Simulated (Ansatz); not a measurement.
# MoTc3 (P-6m2, No. 187, 4 atoms in the cell; start mp-1217419)

Calculation: r²SCAN (Ansatz, a quantum-chemistry and plane-wave program, plane waves, PAW).

Numerical settings: plane-wave cutoff 560 eV, 24×24×6 k mesh (along the axes of the cell as run), Fermi–Dirac smearing 0.05 eV, no spin polarisation, scalar-relativistic PAW data made under PBE.

Cell (relaxed at this level):

MoTc3 has the hexagonal space group P-6m2 (No. 187), Pearson symbol hP4. Cell: a = 2.748 Å, b = 2.748 Å, c = 8.938 Å, α = 90.00°, β = 90.00°, γ = 120.00°. Tc1 on 1a has 12 Tc at 2.679–2.748 Å (anticuboctahedral). Tc2 on 2h has 9 Tc at 2.679–2.748 Å and 3 Mo at 2.802 Å (anticuboctahedral). Mo on 1b is coordinated by 6 Mo at 2.748 Å and 6 Tc at 2.802 Å (anticuboctahedral). (Neighbours: up to the widest gap in distance over summed covalent radii, below 1.35, at either atom.)

bulk modulus B0: 297 GPa

Note: the run has no spin polarisation, so it can have missed a magnetic state; the bulk modulus is −V dP/dV from two relaxed cells at ±2 % in volume; the relaxation could not lower the start's symmetry, so the cell can be a saddle point above a distorted one.

Computing time: about 8 core-minutes (a rough figure).

A start named mp-… is a Materials Project structure, which need not be a measured phase.
